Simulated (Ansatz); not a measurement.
We look at the energy change from cell B to cell A (3 As replaced by Ga, in a slab cell with eight atoms a plane). Reaction: cell B + 3 GaAs (zinc blende) → cell A + 6 As (R-3m). The sign is products less reactants.

Cell A: a slab of GaAs (zinc blende, F-43m) cut along (100), 66 atoms, square cell of 11.35 Å (128.9 Å²), symmetry P1 within 0.02 Å, 9.9 Å thick under 16 Å of vacuum, in-plane vectors held at the crystal's; planes from bottom to top: H8 | Ga8H4 | As8 | Ga8 | As8 | Ga8 | Ga3As8 | As3, its two faces unlike (dipole correction applied); added, foreign or displaced atoms, above the top plane and below the bottom plane and within the planes: two times GaAs bound through Ga to 2 As at 2.42–2.45 Å; GaAs bound through Ga to 2 As at 2.42 Å; H bound to 1 Ga at 1.57 Å; six times H bound to 1 Ga at 1.56 Å; H bound to 2 Ga at 1.73 Å; H bound to 2 Ga at 1.69–1.76 Å and others; spin state with PBE: run without spin, k-point mesh 2×2×1.
```xyz
66
Lattice="11.3514 0.0000 0.0000 0.0000 11.3514 0.0000 0.0000 0.0000 25.8525" Properties=species:S:1:pos:R:3 pbc="T T T"
As    -0.0122     5.5999    16.6920
As     2.8187     8.5201    16.4757
As    11.2268     0.2942    16.7315
As     2.7427     2.8369    16.6773
As     5.6746     5.6736    16.4491
As     8.4180     8.5008    16.2265
As     5.6366    11.2773    16.2195
As     8.7837     2.7412    16.7140
Ga     1.2614     7.0049    15.1272
Ga     4.1652     9.8558    14.8019
Ga     1.3474     1.5198    15.0976
Ga     4.1627     4.0925    15.1102
Ga     7.0164     7.0333    14.7906
Ga    10.1101    10.1071    15.1719
Ga     7.2264     1.6410    15.1562
Ga    10.0260     4.2228    15.0970
As    11.3297     8.5398    13.6969
As    -0.0179     2.8423    13.5502
As     2.7784     5.6258    13.7232
As     5.6244     8.4831    13.4107
As     2.7288     0.0552    13.6002
As     5.6767     2.8311    13.6512
As     8.5681     5.5987    13.5897
As     8.5195     0.0375    13.7349
Ga     1.3355     9.9382    12.2144
Ga     1.4461     4.2439    12.1742
Ga     4.1460     6.9630    12.1656
Ga     7.1306    10.0318    12.2091
Ga     4.2167     1.4252    12.2203
Ga     7.1049     4.2169    12.1900
Ga     9.9648     7.1036    12.2462
Ga     9.8647     1.4109    12.1913
As    -0.0554     5.6347    10.7739
As     2.7936     8.5186    10.7850
As     0.0145     0.0585    10.7544
As     2.8253     2.8010    10.7517
As     5.6580     5.6150    10.7679
As     8.5036     8.5014    10.8068
As     5.6430     0.0289    10.7867
As     8.4935     2.8389    10.7301
Ga     1.3765     7.0694     9.4805
Ga     4.4935     9.6886     9.4161
Ga     1.5616     1.3019     9.2067
Ga     4.4312     4.0226     9.3690
Ga     6.8939     7.2443     9.4048
Ga     9.7913    10.0826     9.5158
Ga     6.8635     1.6161     9.3704
Ga     9.6151     4.5202     9.2839
Ga     2.0959    10.7696    17.1259
As     3.9665     0.9597    17.7878
Ga     5.0616     7.9079    17.1559
As     6.7615     9.6252    17.7602
Ga     7.9173     4.9605    17.1222
As     9.4581     6.8297    17.7920
H      2.5993     0.1992     8.7893
H      0.7086     2.1435     8.2121
H      1.3939     7.0802     7.9184
H      5.6514     2.8210     9.1345
H      3.9893     4.4946     7.9481
H      7.2897     1.1287     7.9508
H      5.6681     8.4895     9.5990
H      4.2324     9.9166     7.9037
H      7.0423     7.1672     7.8606
H     10.2812     3.9270     8.0095
H      8.5057     5.6614     9.2015
H      9.5297    10.2653     7.9873
```

Cell B: a slab of GaAs (zinc blende, F-43m) cut along (100), 66 atoms, square cell of 11.35 Å (128.9 Å²), symmetry P1 within 0.02 Å, 9.9 Å thick under 16 Å of vacuum, in-plane vectors held at the crystal's; planes from bottom to top: H8 | Ga8H4 | As8 | Ga8 | As8 | Ga8 | As4 × 2 | As6, its two faces unlike (dipole correction applied); added, foreign or displaced atoms, above the top plane and below the bottom plane and within the planes: two times As2 bound through As to 2 As at 2.50 Å; As2 bound through As to 2 As at 2.51 Å; H bound to 1 Ga at 1.57 Å; five times H bound to 1 Ga at 1.56 Å; H bound to 2 Ga at 1.72 Å; H bound to 2 Ga at 1.69–1.75 Å and others; spin state with PBE: run without spin, k-point mesh 2×2×1.
```xyz
66
Lattice="11.3514 0.0000 0.0000 0.0000 11.3514 0.0000 0.0000 0.0000 25.8135" Properties=species:S:1:pos:R:3 pbc="T T T"
As    -0.0856     5.5813    16.7325
As     2.9614     8.5725    16.2357
As    11.4192     0.1130    16.7329
As     2.7180     2.7595    16.7176
As     5.7259     5.8101    16.2218
As     8.3744     8.4722    16.2331
As     5.6099    11.2350    16.2264
As     8.6144     2.9335    16.7132
Ga     1.2075     6.9819    15.1661
Ga     4.2559     9.9258    14.6770
Ga     1.3844     1.4328    15.1032
Ga     4.1391     4.0369    15.1540
Ga     7.0820     7.1194    14.6720
Ga    10.1247    10.0686    15.1629
Ga     7.1929     1.6558    15.1489
Ga     9.9477     4.2632    15.1018
As    -0.0075     8.5251    13.6747
As    -0.0082     2.8495    13.6218
As     2.7909     5.6357    13.7690
As     5.6677     8.5231    13.3043
As     2.7456     0.0720    13.5395
As     5.6619     2.8443    13.6357
As     8.5876     5.6185    13.5315
As     8.5437     0.0609    13.7603
Ga     1.3427     9.9426    12.1912
Ga     1.4529     4.2426    12.2224
Ga     4.1461     6.9647    12.1631
Ga     7.1862    10.0791    12.1562
Ga     4.2216     1.4540    12.1730
Ga     7.1092     4.2258    12.1743
Ga    10.0008     7.1016    12.1929
Ga     9.8958     1.4480    12.2163
As    -0.0166     5.6120    10.7615
As     2.7964     8.5150    10.7710
As     0.0179     0.0830    10.7595
As     2.8232     2.8416    10.7379
As     5.6614     5.6260    10.7602
As     8.5521     8.5283    10.7657
As     5.6677     0.0625    10.7524
As     8.5002     2.8372    10.7315
Ga     1.3912     7.0603     9.4611
Ga     4.5099     9.6957     9.4200
Ga     1.5795     1.3090     9.2122
Ga     4.4305     4.0538     9.3503
Ga     6.9045     7.2672     9.4101
Ga     9.8239    10.1185     9.4752
Ga     6.8739     1.6495     9.3328
Ga     9.6229     4.5224     9.2880
As     2.0304    10.3139    17.7733
As     3.8662     0.8026    17.7677
As     4.7622     7.6045    17.6995
As     6.5736     9.4363    17.6991
As     7.4667     4.8903    17.7646
As     9.3025     6.7303    17.7720
H      2.6256     0.2008     8.8234
H      0.7234     2.1184     8.1953
H      1.3813     7.0959     7.8991
H      5.6568     2.8522     9.1202
H      3.9969     4.5240     7.9275
H      7.3058     1.1863     7.9070
H      5.6840     8.5024     9.6377
H      4.2528     9.8951     7.9027
H      7.0266     7.1870     7.8650
H     10.2667     3.9339     8.0010
H      8.5322     5.6860     9.2295
H      9.5747    10.3178     7.9470
```

Reference: As (R-3m), 2 atoms in the cell, k-point mesh 12×12×12 on the run's own vectors. Conventional cell: a = b = 3.7838 Å, c = 10.1036 Å, α = β = 90.00°, γ = 120.00°.

Reference: GaAs (zinc blende, F-43m), 16 atoms in the cell, the relaxed perfect crystal repeated, atoms not moved again, k-point mesh 2×2×8 on the run's own vectors.

Computed with Ansatz (plane waves, PAW), its default PAW set, cutoff 420 eV, 500 eV for r2SCAN. The structures are at rest with PBE+D3(BJ), within the held lattices; other levels are single points on them. Neutral cells; Fermi-Dirac smearing of at most 0.05 eV in the solids, energies taken to zero width. The lattices are those relaxed with PBE+D3(BJ), so at other levels the solids can be strained, which adds to the spread. Larger cells are relaxed from a start prepared with the learned potential CHGNet till forces fall under 0.03 eV/Å, which some starts already meet. A dispersion term (D3(BJ), or D4 for r2SCAN) was computed beside these levels and is taken off wherever the name lacks it. The PAW files were made for PBE and serve at the other functionals too. Space groups of crystals are read within 0.01 Å. Static lattices, no vibrational contributions. Cells are local rest points, mostly with their start's symmetry. No correction for cell size.

Problem. What is the computed value (PBE)?

Solution. 1.50 eV, for cell B + 3 GaAs (zinc blende) → cell A + 6 As (R-3m).

Problem. List the value at the remaining levels and say how far they part.

Solution. 
```
Functional  value (eV)  less PBE
----------  ----------  --------
PBE+D3(BJ)        0.99     -0.51
r2SCAN            2.01      0.51
r2SCAN+D4         1.87      0.37
```

The levels shown span 1.02 eV, from PBE+D3(BJ) (0.99) to r2SCAN (2.01).

Ansatz is an electronic-structure program.
